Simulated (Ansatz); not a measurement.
An ideal cubic perovskite cell is held by its symmetry; such compounds can tilt or shift off centre at room temperature.

# Evanescent states of CsPbBr$_{3}$ (Pm-3m, cubic perovskite, 5 atoms a cell, 42.1 Å³ an atom) along the normal of (111)

The numbers are results of r2SCAN (plane waves, PAW; Ansatz, an electronic-structure program), not measurements.

No gap correction and no spin-orbit coupling; mid-gap values are interpolated between computed energies.

Energies count from the valence-band top; κ is the least over a 6×6 mesh across the current.

```csv
E (eV),κ (1/Å),where
0.06,0.050,Γ
0.17,0.083,Γ
0.28,0.104,Γ
0.39,0.120,Γ
0.49,0.131,Γ
0.60,0.139,Γ
0.71,0.146,Γ
0.82,0.150,Γ
0.94,0.152,Γ
1.04,0.153,Γ
1.16,0.151,Γ
1.26,0.148,Γ
1.38,0.144,Γ
1.49,0.137,Γ
1.59,0.127,Γ
1.71,0.115,Γ
1.81,0.098,Γ
1.93,0.075,Γ
2.04,0.032,Γ
```

How thick must the barrier be to attenuate the transmission by 10^8 when the electrodes' Fermi level lies at 1.81 eV, and what attenuation does that film give at 2.04 eV?

d = 8 ln 10 / (2 × 0.098) = 94.0 Å. At 2.04 eV it gives 8 × 0.032/0.098 = 2.6 decades.
